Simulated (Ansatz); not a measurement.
Adsorption energy and surface dipole of Cl on the 1x1 (101) surface of anatase TiO2 (cut with top plane O), one in a 2x1 cell, started at the site 'bridge O-O (span 2.8 Å)', worked from the runs' numbers; total energies count from the potentials' own zero.

Host crystal: anatase TiO2, with a band gap (PBE, scalar-relativistic without spin-orbit coupling).

Calculation: PBE (plane waves to 420 eV, PAW; Ansatz, a program for electronic structure).

Model: 37-atom slab, 9.4 Å thick at the start under the adsorbate (thin: gaps and levels are the slab's own), 3x4x1 mesh, Fermi-Dirac 0.01 eV, dipole correction, 14 atoms held, the rest relaxed; no symmetry held; spin-polarised, ending with about 1.0 μB a cell; orders that need a larger cell were not tried, no spin-orbit, no U, no dispersion correction. At the end it is bonded to Ti. In PBE it is, or lies within 0.03 eV of, the lowest of the starts that converged.

```
quantity                                                            value
----------------------------------------------------------  -------------
slab with the adsorbate                                     -44741.391 eV
clean slab, same cell and mesh                              -43662.869 eV
reference, ½ Cl2(g)                                          -1079.444 eV
area of the cell                                                 39.58 Å²
change of the step from the bottom to the top vacuum level       0.405 eV
```

### Question
What is the adsorption energy against this reference?

### Answer
E(slab + adsorbate) − E(slab) − E(reference) = 0.92 eV, so in this state the adsorbate is less stable than in the reference, at a coverage of 2.53 a nm².

### Question
What dipole does adsorption add to the slab along the outward normal (Helmholtz relation, ε₀ = 0.005526 e/(V·Å))?

### Answer
p = −ε₀·A·ΔV = -0.089 e·Å = -0.43 D; its negative end points to the vacuum, which raises the vacuum level.
